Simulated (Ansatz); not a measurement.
# Cu$_{3}$Sn (P6_3/mmc): band-structure transport figures

Here is the system:

```
Cu3Sn
1.0
    5.46060     0.00000     0.00000
   -2.73030     4.72902     0.00000
    0.00000     0.00000     4.28185
Cu Sn
6 2
Cartesian
 -1.45251   3.99129   3.21138
  4.18281   0.73773   1.07046
  1.27779   0.73773   1.07046
  1.45251   3.99129   3.21138
  0.00000   1.47547   3.21138
  2.73030   3.25355   1.07046
  0.00000   3.15268   1.07046
  2.73030   1.57634   3.21138
```

These are PBEsol, rigid bands (plane waves, PAW, scalar-relativistic; Ansatz, a program for electronic structure) values and carry that method's errors. Cell: cell and atoms relaxed with PBEsol.

```
Item                                                             Result
------------------------------------  ---------------------------------
density of states at the Fermi level  2.06 states/(eV·cell), both spins
bare Sommerfeld coefficient                   0.61 mJ/(mol of atoms·K²)
Drude plasma energy                                              7.3 eV
root-mean-square Fermi velocity                               1.0e6 m/s
resistivity times τ                                    9.2 ×10⁻²² Ω·m·s
```

A metal at this level (no band gap); rigid bands, thermally averaged at 300 K, both spins. Spin-orbit coupling is left out. τ is one relaxation time for all states.

Computed structure with no diffraction record at hand here (it may be known, metastable or hypothetical): Cu3Sn (P6_3/mmc).
